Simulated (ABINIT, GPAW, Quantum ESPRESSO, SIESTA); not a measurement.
## Code comparison for Pb (Im-3m, 1 atom in the cell)

Self-consistent single point.

```
Pb
1.0
   -1.97966     1.97966     1.97966
    1.97966    -1.97966     1.97966
    1.97966     1.97966    -1.97966
Pb
1
Direct
  0.00000   0.00000   0.00000
```

Shared settings, as Quantum ESPRESSO writes them: occupations = smearing; smearing = fermi-dirac; degauss = 0.0073499 Ry; K_POINTS = automatic 3 3 3 0 0 0. Potentials and cutoffs stand in the table.

| code | model | pressure (GPa) | cutoff |
|---|---|---|---|
| SIESTA | GGA PBEsol, numerical atomic orbitals DZP, PseudoDojo PBEsol standard norm-conserving potentials (rewritten from UPF to PSML) | -1.66 | grid 400 Ry |
| Quantum ESPRESSO | PBEsol, PseudoDojo standard norm-conserving (PBESOL) pseudopotentials | -2.26 | 65 Ry |
| GPAW | PBEsol, GPAW PAW datasets PBEsol (made by gpaw-setup) | -2.52 | 550 eV |
| ABINIT | PBEsol, norm-conserving pseudopotentials (PseudoDojo nc-sr-04 PBEsol standard) | -2.27 | 31 Ha |

On SIESTA's run: spin-orbit coupling is off.

The spread over the programs that give each value: pressure within 0.86 GPa.

SIESTA uses small atom-centred bases, whose incompleteness enters pressures, forces and empty levels differently from a plane-wave cutoff.

On the base mesh (15 15 15 0 0 0) the same programs gave: Quantum ESPRESSO pressure -1.56 GPa; ABINIT pressure -1.57 GPa; GPAW pressure -1.79 GPa; SIESTA pressure -1.44 GPa.

The values differ from the base mesh's, so the mesh still matters here: the table compares the programs at equal settings.

The starting cell comes from a database of computed structures (which also holds hypothetical and non-ambient phases and stackings), without a prior relaxation at this level.

Left out of this page: CP2K (on another mesh); Elk and FLEUR (not drawn, or without a comparable value).
